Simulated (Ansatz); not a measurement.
Given:

End structure of a constructed model of the (111) surface of fcc Au, a pseudomorphic layer of In in the host's stacking (bottom of the slab: a bare face, its two planes held):

```
CELL_PARAMETERS angstrom
      2.93959     0.00000     0.00000
     -1.46980     2.54576     0.00000
      0.00000     0.00000    30.50000
ATOMIC_POSITIONS crystal
  Au 0.33333 0.66667 0.26472
  Au 0.66667 0.33333 0.34341
  Au 0.00000 0.00000 0.42200
  Au 0.33333 0.66667 0.50083
  Au 0.66667 0.33333 0.57996
  Au 0.00000 0.00000 0.66085
  In 0.33333 0.66667 0.74558
```

Set-up: 7 atoms, 14.4 Å thick at the start; mesh 15x15x1; 0.1 eV smearing; dipole correction on; single point; on the structure that PBE left under its start's symmetry; no spin, no spin-orbit, no U. In PBE it is, or lies within 0.01 eV a 1x1 cell of, the lowest of the 2 structures of its composition computed so far; larger cells were not tried.

**Question.** What work function of the top face does r2SCAN, at the PBE geometry run with Ansatz (an electronic-structure program) give?

**Answer.** 3.78 eV
